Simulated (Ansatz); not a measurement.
# Surface dipole against coverage: K on fcc Au (100)

One K atom in each cell of a four-layer slab of fcc Au (100), started at a fourfold hollow site; the adatom and the upper two layers relax, with a dipole correction. Δφ is the change of the top face's work function against the clean slab's 5.06 eV. By the Helmholtz relation an adatom's dipole is μ = |Δφ|/(0.377 eV × n) in debye, for n adatoms per nm². In Topping's model neighbouring dipoles depolarise each other, so that 1/μ = (1 + 9α·n^(3/2))/μ0 is a line in x = n^(3/2). These are PBE (plane waves to 420 eV, PAW; Ansatz, a quantum-chemistry and plane-wave program) values and carry that method's errors. All cells sample the k points of the 1×1 cell's 12×12×1 mesh, with Fermi-Dirac smearing of 0.1 eV (energies taken to zero smearing), without spin polarisation or spin-orbit coupling.

```
cell  x (nm⁻³)  1/μ (1/D)  n (nm⁻²)  Δφ (eV)
----  --------  ---------  --------  -------
4×3       0.94      0.193      0.96    -1.87
3×3       1.47      0.206      1.29    -2.36
4×2       1.75      0.220      1.45    -2.48
3×2       2.68      0.237      1.93    -3.07
2×2       4.91          ?      2.89        ?
```

Fit 1/μ of the 4 rows that show it with a straight line. With u = x - 1.7, the rows have u = -0.7600, -0.2300, 0.0500, 0.9800. Means: u 0.010000, 1/μ 0.2140. About the means, the sum of products is 0.040640 and the sum of squares of u is 1.5930; the slope is their ratio. Least squares gives 1/μ = 0.2137 + 0.02551·u. Residuals (row less fit): -0.0013, -0.0018, 0.0050, -0.0017; standard error 0.0041 (degrees of freedom: 2). At x = 0 the line gives 1/μ0 = 0.170, so a lone adatom carries about 5.9 D, its positive end outward; slope over intercept is 9α, which puts α at roughly 17 Å³, a figure that hangs on Δφ's last digit.

### Question
Predict the withheld 1/μ at x = 4.91 from the fit, and compare with the calculation.

### Answer
u = 3.2100, so 1/μ = 0.2137 + 0.02551 × 3.2100 = 0.2956 1/D. The calculation gives 0.298 1/D, 0.0024 1/D above the prediction (2.3 % of the range of 1/μ in the table). The row lies outside the fitted rows, so this is an extrapolation.

The model takes a square or triangular net of point dipoles; the 4×2, 3×2 and 4×3 nets are stretched, and dense layers bond among themselves. Only series are tabulated where Δφ keeps its sign and exceeds 0.12 eV, and the fitted rows scatter about the line by under a tenth of the table's range (standard error).

As a change of work function, the prediction is 0.377 × 2.89/0.296 = 3.68 eV in size, against 3.65 eV from the run.

Each row is one calculation, so residuals can be the form's limits or numerical noise.
